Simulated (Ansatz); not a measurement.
**Bi, thickness series**

Start from Bi in the A7 type structure (space group R-3m, No. 166; a = 4.5205 Å, c = 12.0283 Å (hexagonal axes); layered).

Free-standing slabs (2 atom(s) a layer) normal to the stacking axis with 15 Å of vacuum; in-plane cell relaxed.

The values are results of r2SCAN+rVV10 (Ansatz, an electronic-structure program; PAW; 500 eV plane waves; scalar-relativistic without spin-orbit coupling), not measurements.

Notes on the quantities. excess energy per area of both faces: slab less bulk energy over the cell's area: twice a surface energy; uncertain by up to 0.08 J/m².

| change | band gap | thickness between the outermost nuclei | excess energy per area of both faces | in-plane lattice parameter a | shortest interatomic distance |
|---|---|---|---|---|---|
| base | zero | – | – | 4.521 Å | 3.068 Å |
| 1 layer | 0.88 eV | 1.72 Å | 0.47 J/m² | 4.269 Å | 3.006 Å |
| 3 layers | zero | [?] | [?] | [?] | [?] |
| 4 layers | zero | 14.17 Å | 0.6 J/m² | 4.440 Å | 3.043 Å |

Problem. What belongs in the blanks?

Solution. 
- 3 layers, thickness between the outermost nuclei: 10.12 Å
- 3 layers, excess energy per area of both faces: 0.59 J/m²
- 3 layers, in-plane lattice parameter a: 4.415 Å
- 3 layers, shortest interatomic distance: 3.037 Å

The excess energy carries the mismatch between the slab's and the bulk's meshes. Spin-orbit coupling, missing from the scalar runs, can matter with Bi. Whether these cells are dynamically stable was not tested.
